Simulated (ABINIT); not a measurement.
Worked example: band-structure calculation of GaAg3 (Pm-3m, 4 atoms in the cell) in ABINIT.

Method: LDA (PW92), PAW (JTH v2.0 LDA PAW) (plane waves; ABINIT).

Input:

```
# GaAg3, JTH v2.0 LDA PAW
pp_dirpath "./"
pseudos "Ga.LDA_PW-JTH.xml, Ag.LDA_PW-JTH.xml"
acell 4.0278350000 4.0278350000 4.0278350000 Angstrom
rprim
         1.0000000000    0.0000000000    0.0000000000
         0.0000000000    1.0000000000    0.0000000000
         0.0000000000    0.0000000000    1.0000000000
natom 4
ntypat 2
znucl 31 47
typat 1 2 2 2
xred
         0.0000000000    0.0000000000    0.0000000000
         0.5000000000    0.0000000000    0.5000000000
         0.0000000000    0.5000000000    0.5000000000
         0.5000000000    0.5000000000    0.0000000000
ecut 20
pawecutdg 40
ixc 7
occopt 3
tsmear 0.05 eV
nband 30
kptopt 1
ngkpt 11 11 11
nshiftk 1
shiftk 0 0 0
nstep 50
toldfe1 1.0e-09
ndtset 2
prtden1 1
getden2 1
iscf2 -2
kptopt2 -5
ndivsm2 4
kptbounds2
       0.00000000  0.00000000  0.00000000  # G
       0.00000000  0.50000000  0.00000000  # X
       0.50000000  0.50000000  0.00000000  # M
       0.00000000  0.00000000  0.00000000  # G
       0.50000000  0.50000000  0.50000000  # R
       0.00000000  0.50000000  0.00000000  # X
nband2 34
nbdbuf2 2
tolwfr2 1.0e-12
prtwf 0
enunit 2
```

Output, abridged:

```
--- !BeginCycle
solver: {iscf: 17, nstep: 50, nline: 4, wfoptalg: 10, }
tolerances: {toldfe: 1.00E-09, }
...

     iter   Etot(hartree)      deltaE(h)  residm     nres2
 ETOT  1  -194.15951520214    -1.942E+02 4.110E-01 1.368E+01
 ETOT  2  -194.35333749952    -1.938E-01 1.311E-02 2.873E+00
 ETOT  3  -194.33597581353     1.736E-02 4.229E-03 3.011E-02
 ETOT  4  -194.33601140006    -3.559E-05 6.666E-04 3.292E-03
 ETOT  5  -194.33599287981     1.852E-05 6.032E-04 1.691E-04
 ETOT  6  -194.33599234541     5.344E-07 6.178E-04 2.838E-05
 ETOT  7  -194.33599223863     1.068E-07 3.125E-04 5.885E-07
 ETOT  8  -194.33599223662     2.006E-09 5.315E-04 4.843E-08
 ETOT  9  -194.33599223639     2.309E-10 1.728E-04 1.145E-09
 ETOT 10  -194.33599223639     1.677E-12 2.375E-04 6.553E-11
 At SCF step   10, etot is converged :
  for the second time, diff in etot=  1.677E-12 < toldfe=  1.000E-09

 Cartesian components of stress tensor (hartree/bohr^3)
  sigma(1 1)=  1.33678800E-04  sigma(3 2)=  0.00000000E+00
  sigma(2 2)=  1.33678800E-04  sigma(3 1)=  0.00000000E+00
  sigma(3 3)=  1.33678800E-04  sigma(2 1)=  0.00000000E+00

   [... lines left out ...]
 Fermi (or HOMO) energy (hartree) =   0.18072   Average Vxc (hartree)=  -0.45493
 Fermi (or HOMO) energy (eV) =   4.91769   Average Vxc (eV)= -12.37916
total_energy        : -1.94335992395711E+02
-Cartesian components of stress tensor (GPa)         [Pressure= -3.9330E+00 GPa]
 Unit cell volume ucvol=  4.4097262E+02 bohr^3
   [... lines left out ...]
   [... 8 lines left out ...]
 Non-SCF case, kpt   28 (  0.00000  0.50000  0.00000), residuals and eigenvalues=
  6.22E-13  9.62E-13  5.27E-13  1.86E-13  4.79E-13  6.06E-13  1.60E-13  2.87E-13
  4.55E-13  3.62E-13  3.72E-13  4.11E-13  2.78E-13  6.92E-13  2.65E-13  4.57E-13
  1.86E-13  5.58E-13  5.40E-13  1.58E-13  5.81E-13  9.28E-13  9.27E-14  3.20E-13
   [... 8 lines left out ...]

 scprqt:  WARNING -
  nstep=   50 was not enough non-SCF iterations to converge;
  maximum residual=  3.086E-10 exceeds tolwfr=  1.000E-12

 ----iterations are completed or convergence reached----

 reduced coordinates (array xred) for    4 atoms
       0.000000000000      0.000000000000      0.000000000000
       0.500000000000      0.000000000000      0.500000000000
       0.000000000000      0.500000000000      0.500000000000
       0.500000000000      0.500000000000      0.000000000000

 Calculation completed.
```

The run ended unconverged in one of its stages. 

The starting cell comes from a database of computed structures (which also holds hypothetical and non-ambient phases and stackings), without a prior relaxation at this level. Its lattice was rescaled by a random factor within 2.5 % of one.

These are the values that this program gave, and no reference: the one-centre exchange-correlation terms come from a truncated expansion.
